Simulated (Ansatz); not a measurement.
# A self-consistent single point of Sr4P2O (I4/mmm, 7 atoms in the cell) with Ansatz

Method of the run: LDA (PW92), default PAW files made with PBE (plane waves; Ansatz, a quantum-chemistry and plane-wave program).

The input file:

Ansatz 0.2 input:
```yaml
crystal:
  lattice:
    - [-2.41916600, 2.41916600, 8.03767800]
    - [2.41916600, -2.41916600, 8.03767800]
    - [2.41916600, 2.41916600, -8.03767800]
  atoms:
    - { symbol: Sr, position: [0.67506000, 0.67506000, 0.00000000] }
    - { symbol: Sr, position: [0.32494000, 0.32494000, 0.00000000] }
    - { symbol: Sr, position: [0.50000000, 0.00000000, 0.50000000] }
    - { symbol: Sr, position: [0.00000000, 0.50000000, 0.50000000] }
    - { symbol: P, position: [0.86494000, 0.86494000, 0.00000000] }
    - { symbol: P, position: [0.13506000, 0.13506000, 0.00000000] }
    - { symbol: O, position: [0.50000000, 0.50000000, 0.00000000] }
basis:
  ecutwfc: 420.0 eV
kpoints:
  mp_grid: { grid: [7, 7, 7] }
hamiltonian:
  xc: lda
  pseudopotentials: { kind: paw }
scf:
  occupations: { method: fixed }
output:
  forces: true
  eigenvalues: true
  stress: true
```

Output, abridged:

```
WARN ansatz: RAYON_NUM_THREADS=1 ignored (pool sized by the plan → 1); use --threads N
basis.fft_grid_basis auto: the FFT boxes are laid along the combinations [[1, 0, 1], [0, 1, 1], [0, 0, 1]] of the cell's own vectors, 4.838, 4.838 and 8.736 Å …
Pseudopotentials: kind: paw
Pseudopotential: Sr, paw, valence charge 10
Pseudopotential: P, paw, valence charge 5
Pseudopotential: O, paw, valence charge 6
Crystal: 7 atoms, lattice volume = 188.158 Å³
Basis set: ecut = 420 eV, 3695 PW (Γ), FFT grids on a1+a3, a2+a3, a3
Bands: 35, of which v1, the nominal top of the filled ones, is band 28 counted from 1 (27 counted from 0)
Symmetry: 16 space group operations
Space group: I4/mmm (ITA 139), of the structure as read, at distance tolerance 5.7e-5 Å
k-points: 40 of 343
PAW frozen core: Sr, regenerated for the run's functional, and the local potential with it
PAW frozen core: P, regenerated for the run's functional, and the local potential with it
PAW frozen core: O, regenerated for the run's functional, and the local potential with it
Initial density: superposition of atomic densities (neutral atoms: chi_scale 0, normalization atom), corrected by the library's trained network
Initial wavefunctions: pseudopotential atomic-orbital guess
Eigensolver: davidson
Functional: x = slater, c = lda
SCF iter   1: F=—  HF=-15793.296981 eV  |F-HF|=—  |Δ(HF+E_count)|=         —  Δρ=8.76e-3  dr2=1.51e-1  ethr=1.77e-3  ⟨swp⟩=7.5  Hψ=6763  notcnv=0  defer=180
all-band conjugate gradients solve this SCF's bands
preconditioner: auto → Resta (q_TF=auto, 2.229 Å⁻¹)
SCF iter   2: F=—  HF=-15793.271670 eV  |F-HF|=—  |Δ(HF+E_count)|=   2.53e-2  Δρ=5.27e-3  dr2=3.34e-2  ethr=2.70e-4  ⟨swp⟩=2.7  Hψ=2816  notcnv=0  defer=196
SCF iter   3: F=—  HF=-15793.264778 eV  |F-HF|=—  |Δ(HF+E_count)|=   6.89e-3  Δρ=1.74e-3  dr2=4.01e-3  ethr=5.97e-5  ⟨swp⟩=2.5  Hψ=2462  notcnv=0  defer=197
SCF iter   4: F=—  HF=-15793.263955 eV  |F-HF|=—  |Δ(HF+E_count)|=   8.24e-4  Δρ=3.79e-4  dr2=2.32e-4  ethr=7.15e-6  ⟨swp⟩=2.0  Hψ=1881  notcnv=0  defer=198
SCF iter   5: F=—  HF=-15793.263928 eV  |F-HF|=—  |Δ(HF+E_count)|=   2.66e-5  Δρ=5.75e-5  dr2=5.29e-6  ethr=4.14e-7  ⟨swp⟩=2.0  Hψ=1630  notcnv=0  defer=198
SCF iter   6: F=—  HF=-15793.264142 eV  |F-HF|=—  |Δ(HF+E_count)|=   2.14e-4  Δρ=1.27e-5  dr2=4.41e-7  ethr=9.45e-9  ⟨swp⟩=2.3  Hψ=2529  notcnv=0  defer=197
SCF iter   7: F=-15793.264142 eV  HF=-15793.264142 eV  |F-HF|=6.64e-9  |Δ(HF+E_count)|=   2.13e-9  Δρ=2.47e-6  dr2=1.65e-8  ethr=1.79e-10  ⟨swp⟩=20.9  Hψ=11102  notcnv=0
SCF 1 converged in 7 iterations: F = -15793.264142 eV  dr2 = 1.65e-8
SCF converged after 7 iterations
Free energy (F): -15793.264142 eV
Harris-Foulkes:  -15793.264142 eV  (|F-HF|=6.64e-9)
Internal energy: -15793.264142 eV  (E = F + TS)
E sigma→0 (E₀):  -15793.264142 eV
Fermi energy:    6.737359 eV
--- Per-component energies (eV) ---
  E_band       = -393.918903
  E_kinetic    = 1293.998453
  E_local      = -3544.872819  (includes V_loc(G=0)·N_el)
  E_nonlocal   = 944.116213
  E_hartree    = 1000.898309
  E_xc         = -881.414431
  E_vxc        = -862.561736  (∫ρ·V_xc dr)
  E_paw        = -11615.061008  (= ΣΔE_a)
  E_vpaw       = -226.396483  (= ΣTr[D̂ρ^β])
  E_aug_tail   = 0.002458  (compensation charges beyond the density's cutoff)
  E_ewald      = -2992.439485
  E_core_change = 1.508166  (= ΣΔE_core)
  E_smearing   = -0.000000  (= −TS)
  E_closure    = 0.000000  (closes the sum)
  Σ components = -15793.264142   (vs F -15793.264142, Δ=0.00e0)
--- Forces (eV/Å), atoms counted from 1 ---
  atom   1  Sr    -0.00000000     0.00000000    -0.04329876
  atom   2  Sr    -0.00000000     0.00000000     0.04329876
  atom   3  Sr     0.00000000     0.00000000     0.00000000
  atom   4  Sr     0.00000000     0.00000000     0.00000000
  atom   5  P      0.00000000     0.00000000     0.06401098
  atom   6  P     -0.00000000     0.00000000    -0.06401098
  atom   7  O     -0.00000000    -0.00000000     0.00000000
  max |Σ_I F_I| component: 3.47e-18 eV/Å
--- Stress (GPa, compression-positive) ---
       -4.150078      -0.000000       0.000000
       -0.000000      -4.150078       0.000000
       -0.000000       0.000000      -4.006967
  P = ⅓ Tr σ = -4.1024 GPa (-41.024 kbar)
  The stress holds the Pulay correction. Without it, at fixed plane waves, as pw.x and ABINIT print it: P = -4.2009 GPa
--- Band table (eV; the first three rows and the last of 40) ---
  k-point 0: bands = ["-28.2349", "-28.2206", "-27.4523", "-27.2820", "-10.6838", "-10.3326", "-10.2930", "-10.2930", "-10.2617", "-10.2617", "-9.9312", "-9.9312", "-9.7781", "-9.5840", "-9.4168", "-9.1929", "-9.1929", "-1.6750", "-1.1613", [...]
  k-point 1: bands = ["-28.2331", "-28.2215", "-27.4357", "-27.2974", "-11.0778", "-10.3581", "-10.3066", "-10.2510", "-10.2499", "-10.2471", "-10.1332", "-9.7896", "-9.6665", "-9.5707", "-9.4321", "-9.1689", "-8.7862", "-1.5493", "-1.1571", [...]
  k-point 2: bands = ["-28.2291", "-28.2235", "-27.3981", "-27.3317", "-11.6649", "-10.3503", "-10.3373", "-10.2974", "-10.2376", "-10.2223", "-10.1587", "-9.8660", "-9.5337", "-9.4656", "-9.4285", "-9.1131", "-8.0470", "-1.3064", "-1.1986", [...]
  k-point 39: bands = ["-28.2327", "-28.2224", "-27.4436", "-27.2901", "-10.8728", "-10.3656", "-10.3229", "-10.3183", "-10.2404", "-10.2247", "-10.0314", "-9.9064", "-9.6158", "-9.5956", "-9.4248", "-9.2336", "-8.9483", "-1.4523", "-1.3182", [...]
```

The run converged in 7 iterations.

The starting cell comes from a database of computed structures (which also holds hypothetical and non-ambient phases and stackings), without a prior relaxation at this level. Its lattice was rescaled by up to half a per cent. With a pressure of about -4 GPa the cell is away from its equilibrium volume at this level. Ansatz's pressure includes its estimate of the finite-basis (Pulay) stress.
